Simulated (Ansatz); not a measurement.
Results of r²SCAN-D4 (plane waves, PAW; Ansatz, a program for electronic structure) for V2O5 (C2/c, No. 15, 14 atoms in the cell; start mp-542844).

Settings: plane-wave cutoff 500 eV, 10×10×8 k mesh (along the axes of the cell as run), gaussian smearing 0.02 eV, no spin polarisation, scalar-relativistic PAW data made under PBE.

Cell (relaxed at this level):

```xyz
14
Lattice="5.9145 -2.3165 -0.0205 5.9145 2.3165 -0.0205 -1.2664 0.0000 5.1642" Properties=species:S:1:pos:R:3 pbc="T T T"
V      3.2827    -1.2113     3.9110
V      7.2799     1.2113     1.2122
V      6.6467    -1.2113     3.7943
V      3.9159     1.2113     1.3289
O      3.9669     0.2915     2.6697
O      6.5958    -0.2915     2.4536
O      5.9626     0.2915     5.0357
O      4.6001    -0.2915     0.0875
O      2.2449     0.3196     0.6762
O      8.3177    -0.3196     4.4470
O      8.9509     0.3196     1.8649
O      1.6117    -0.3196     3.2583
O      4.9647    -1.7942     3.8527
O      5.5979     1.7942     1.2706
```

Problem. What does this level give for the band gap?

Solution. 
- band gap = 1.65 eV (on the SCF k mesh)

Note: the relaxation could not lower the start's symmetry, so the cell can be a saddle point above a distorted one.

The computed numbers hold no vibrational or temperature effects.

Computing time: around 15 core-minutes (rough).

A start named mp-… is a Materials Project structure, which need not be a measured phase.
